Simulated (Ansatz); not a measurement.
Worked example: self-consistent single point of CoSi (P2_13, 8 atoms in the cell) in Ansatz (a program for electronic structure).

Level of theory: PBE (plane waves, PAW; Ansatz).

The change in words: lattice scaled by 0.98. Reference geometry:
```
CELL_PARAMETERS angstrom
      4.44098     0.00000     0.00000
      0.00000     4.44098     0.00000
      0.00000     0.00000     4.44098
ATOMIC_POSITIONS crystal
  Co 0.85410 0.64590 0.35410
  Co 0.64590 0.35410 0.85410
  Co 0.35410 0.85410 0.64590
  Co 0.14590 0.14590 0.14590
  Si 0.15654 0.34346 0.65654
  Si 0.34346 0.65654 0.15654
  Si 0.65654 0.15654 0.34346
  Si 0.84346 0.84346 0.84346
```

Reference input (self-consistent single point, DFT, PBE, plane waves, default PAW files): basis.ecutwfc = 30.9 Ry; kpoints.mp_grid.grid = 9 9 9; hamiltonian.xc = pbe; hamiltonian.pseudopotentials = {kind: paw} (the program's default PAW files); scf.occupations.method = gaussian; scf.occupations.width = 0.0073 Ry. This run's input differs from it in these lines:

```diff
@@ -2,5 +2,5 @@
   lattice:
-    - [4.44097700, 0.00000000, 0.00000000]
-    - [0.00000000, 4.44097700, 0.00000000]
-    - [0.00000000, 0.00000000, 4.44097700]
+    - [4.35215700, 0.00000000, 0.00000000]
+    - [0.00000000, 4.35215700, 0.00000000]
+    - [0.00000000, 0.00000000, 4.35215700]
   atoms:
```

Output (repeated stretches shortened):

```
SCF iter   1: F=—  HF=-23052.516022 eV  |F-HF|=—  |Δ(HF+E_count)|=         —  Δρ=7.20e-3  dr2=9.45e-3  ethr=1.77e-3  ⟨swp⟩=7.0  Hψ=9060  notcnv=0  defer=8
all-band conjugate gradients solve this SCF's bands
preconditioner: auto → Resta (q_TF=auto, 2.737 Å⁻¹)
SCF iter   2: F=—  HF=-23052.513044 eV  |F-HF|=—  |Δ(HF+E_count)|=   2.98e-3  Δρ=3.11e-3  dr2=2.19e-3  ethr=1.12e-5  ⟨swp⟩=2.0  Hψ=3732  notcnv=0  defer=8
SCF iter   3: F=—  HF=-23052.512579 eV  |F-HF|=—  |Δ(HF+E_count)|=   4.64e-4  Δρ=9.30e-4  dr2=2.44e-4  ethr=2.61e-6  ⟨swp⟩=2.0  Hψ=2885  notcnv=0  defer=8
SCF iter   4: F=—  HF=-23052.512589 eV  |F-HF|=—  |Δ(HF+E_count)|=   9.50e-6  Δρ=2.75e-4  dr2=2.71e-5  ethr=2.90e-7  ⟨swp⟩=2.2  Hψ=3206  notcnv=0  defer=8
SCF iter   5: F=—  HF=-23052.512780 eV  |F-HF|=—  |Δ(HF+E_count)|=   1.91e-4  Δρ=4.54e-5  dr2=1.33e-6  ethr=3.22e-8  ⟨swp⟩=2.0  Hψ=2860  notcnv=0  defer=8
SCF iter   6: F=-23052.512780 eV  HF=-23052.512780 eV  |F-HF|=1.48e-8  |Δ(HF+E_count)|=   2.50e-7  Δρ=6.88e-6  dr2=3.18e-8  ethr=1.19e-10  ⟨swp⟩=7.7  Hψ=10891  notcnv=0
SCF 1 converged in 6 iterations: F = -23052.512780 eV  dr2 = 3.18e-8
Free energy (F): -23052.512780 eV
Internal energy: -23052.507071 eV  (E = F + TS)
E sigma→0 (E₀):  -23052.509926 eV
Entropy (-TS):   -0.005708 eV (-0.714 meV/atom)
Fermi energy:    17.794400 eV
--- Forces (eV/Å), atoms counted from 1 ---
  atom   1  Co    -0.03454514     0.03454514    -0.03454514
  atom   2  Co     0.03454514    -0.03454514    -0.03454514
  atom   3  Co    -0.03454514    -0.03454514     0.03454514
  atom   4  Co     0.03454514     0.03454514     0.03454514
  atom   5  Si    -0.02439071     0.02439071    -0.02439071
  atom   6  Si     0.02439071    -0.02439071    -0.02439071
  atom   7  Si    -0.02439071    -0.02439071     0.02439071
  atom   8  Si     0.02439071     0.02439071     0.02439071
--- Stress (GPa, compression-positive) ---
       13.483372      -0.000000       0.000000
       -0.000000      13.483372       0.000000
        0.000000      -0.000000      13.483372
  P = ⅓ Tr σ = 13.4834 GPa (134.834 kbar)
  The stress holds the Pulay correction. Without it, at fixed plane waves, as pw.x and ABINIT print it: P = 13.3796 GPa
```

The run converged in 6 iterations. Against the reference run the free energy goes up by 22.1 meV/atom, the pressure goes from -1.67 to 13.48 GPa and the largest force hardly changes (0.063 to 0.060 eV/Å).

The starting cell comes from a database of computed structures (which also holds hypothetical and non-ambient phases and stackings), without a prior relaxation at this level. Its lattice was rescaled by a random factor within 2.5 % of one. For this run, on top of that: lattice scaled by 0.98. Spin polarisation is off. With a pressure of about 13 GPa the cell is away from its equilibrium volume at this level. Ansatz's pressure includes its estimate of the finite-basis (Pulay) stress.

Keys are those of Ansatz 0.2.
